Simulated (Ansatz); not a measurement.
The cell is made up: elements placed on another compound's structure type, so the phase may be hypothetical.

Data:

```
ZnS
1.0
    6.63584     0.00000     0.00000
    0.00000     9.38449     0.00000
    0.00000     4.69225     4.69225
Zn S
6 6
Cartesian
  3.31792   8.21143   1.17306
  0.00000   8.21143   3.51918
  0.00000   5.86531   1.17306
  3.31792   5.86531   3.51918
  1.65896   2.34612   2.34612
  4.97688   2.34612   2.34612
  0.00000  10.55755   3.51918
  3.31792   1.17306   1.17306
  3.31792   3.51918   3.51918
  0.00000   3.51918   1.17306
  1.65896   7.03837   2.34612
  4.97688   7.03837   2.34612
```

Space group of this cell: Pm-3n. The cell was relaxed by PBE-D3(BJ).

Transport runs along the normal of the first two printed cell vectors.

The gap is the functional's own. No spin-orbit coupling. Mid-gap values are interpolated on the energy grid.

Question: Give the band gap and the smallest decay constant κ at mid-gap that r2SCAN (Ansatz, a program for electronic structure) yields.

Answer: Gap 2.57 eV on a 6×6×6 mesh; κ = 0.192 1/Å, at the zone centre.
